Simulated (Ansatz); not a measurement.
Results of HSE06 in Ansatz (plane waves, PAW) for Ca2BeN2 (model structure, started from the Ca2ZnN2 type, I4/mmm, No. 139, 5 atoms in the cell).

Numerical settings: plane-wave cutoff 460 eV, 8×8×8 k mesh, Fermi–Dirac smearing 0.01 eV, scalar-relativistic PAW data made under PBE.

The cell is the one relaxed with PBEsol. Conventional cell: a = 3.5161 Å, b = 3.5161 Å, c = 11.4604 Å, α = 90.00°, β = 90.00°, γ = 90.00°.

```
CELL_PARAMETERS angstrom
     -1.75803     1.75803     5.73020
      1.75803    -1.75803     5.73020
      1.75803     1.75803    -5.73020
ATOMIC_POSITIONS crystal
  Ca 0.65554 0.65554 0.00000
  Ca 0.34446 0.34446 0.00000
  Be 0.00000 0.00000 0.00000
  N  0.86565 0.86565 0.00000
  N  0.13435 0.13435 0.00000
```

Problem. List the 17 lowest band energies at Γ above −25 eV (eV, relative to the valence band maximum), grouping those that round alike.

Solution. At Γ: -22.07, -21.68, -21.60 (×2), -21.44 (×2), -14.29, -13.90, -3.67, -2.31, -0.97 (×2), -0.08 (×2), 2.02, 3.85, 5.04.

Note: the run warned that its exchange threshold was loose for the stress; the relaxation could raise the start's symmetry but not lower it, so the cell can be a saddle point; cell and atoms aren't relaxed at this level (largest force component 0.43 eV/Å, pressure 1.4 GPa).

A model structure was made by putting elements into a prototype or built by hand; it is no filed structure, need not be a known phase, and can be a saddle point held by its symmetry.

Ansatz is a program for electronic structure.
